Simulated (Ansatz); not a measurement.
Results of r²SCAN in Ansatz (plane waves, PAW) for Si3P4 (model structure, started from the beta Si3N4 type, P6₃/m, No. 176, 14 atoms in the cell).

Run with plane-wave cutoff 560 eV, 6×6×16 k mesh (along the axes of the cell as run), Fermi–Dirac smearing 0.05 eV, scalar-relativistic PAW data made under PBE.

Cell (relaxed at this level):

```cif
data_P8Si6
_chemical_formula_sum 'Si6 P8'
_space_group_name_H-M_alt 'P63/m'
_space_group_IT_number 176
_space_group_name_Hall '-P 6c'
_cell_length_a 9.76687
_cell_length_b 9.76687
_cell_length_c 3.64310
_cell_angle_alpha 90.000
_cell_angle_beta 90.000
_cell_angle_gamma 120.000
loop_
_atom_site_label
_atom_site_type_symbol
_atom_site_symmetry_multiplicity
_atom_site_Wyckoff_symbol
_atom_site_fract_x
_atom_site_fract_y
_atom_site_fract_z
_atom_site_occupancy
Si1 Si 6 h 0.23244 0.40486 0.25000 1
P1 P 6 h 0.35797 0.02354 0.25000 1
P2 P 2 c 0.33333 0.66667 0.25000 1
```

### Question
Estimate the band gap that the calculation returns.

### Answer

- band gap: 0.19 eV (on the SCF k mesh)

Note: the relaxation could raise the start's symmetry but not lower it, so the cell can be a saddle point.

The computed numbers hold no vibrational or temperature effects.

Cost on a shared machine: very roughly 13 core-minutes.

A model structure was made by putting elements into a prototype or built by hand; it is no filed structure, need not be a known phase, and can be a saddle point held by its symmetry.

Ansatz is a quantum-chemistry and plane-wave program.
